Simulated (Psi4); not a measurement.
Psi4 1.11, unrestricted BP86/def2-svpd: Li(Cl) anion ([Li][Cl]), charge -1, multiplicity 2, 2 atoms. The geometry is a generated start, not checked to be a minimum at this level.

```json
{
 "task": "energy",
 "method": "bp86",
 "basis": "def2-svpd",
 "memory": "3 GB",
 "maxiter": "100",
 "keys_of_the_molecule_block": "symmetry c1",
 "scf_type": "df (default)",
 "e_convergence": "1e-06 (default)",
 "d_convergence": "1e-06 (default)",
 "dft_radial_points": "75 (default)",
 "dft_spherical_points": "302 (default)",
 "basis_functions": "39",
 "grid_points": "44332"
}
```

```xyz
2

Li    -0.5777    -0.5526    -0.5621
Cl     0.5777     0.5526     0.5621
```

Charge -1 and multiplicity 2 are set for this test and not shown to be the ground state.

With the defaults (diis = true, scf_initial_accelerator = adiis, damping_percentage = 0, guess = auto, which took SAD, diis_start = 1, level_shift = 0, level_shift_cutoff = 0.01, diis_max_vecs = 10, soscf = false, soscf_start_convergence = 0.01) it converges in 8 SCF iterations. One run each on 2 threads, with these changes:
- diis_max_vecs = 3
- diis_start = 4
- level_shift = 0.5, level_shift_cutoff = 0.001
- diis_max_vecs = 20
- guess = sadno
- soscf = true, soscf_start_convergence = 0.1
- scf_initial_accelerator = ediis
- damping_percentage = 20
- diis = false, scf_initial_accelerator = none, damping_percentage = 60

Q: Name the settings that don't reach the solution of the defaults.

A: No convergence: diis = false, scf_initial_accelerator = none, damping_percentage = 60 (the run ends without SCF convergence in 100 iterations). The rest reach the solution of the defaults.

```
setting                                                                SCF iterations  JK calls             end
---------------------------------------------------------------------  --------------  --------  --------------
soscf = true, soscf_start_convergence = 0.1                                         6        22   same solution
guess = sadno                                                                       7         7   same solution
the defaults                                                                        8         9   same solution
diis_max_vecs = 20                                                                  8         9   same solution
scf_initial_accelerator = ediis                                                     8         9   same solution
level_shift = 0.5, level_shift_cutoff = 0.001                                       9        10   same solution
diis_max_vecs = 3                                                                  10        11   same solution
diis_start = 4                                                                     13        14   same solution
damping_percentage = 20                                                            17        18   same solution
diis = false, scf_initial_accelerator = none, damping_percentage = 60             100       101  no convergence
```

An SOSCF iteration holds several JK calls; a Hückel guess adds calls on atoms.
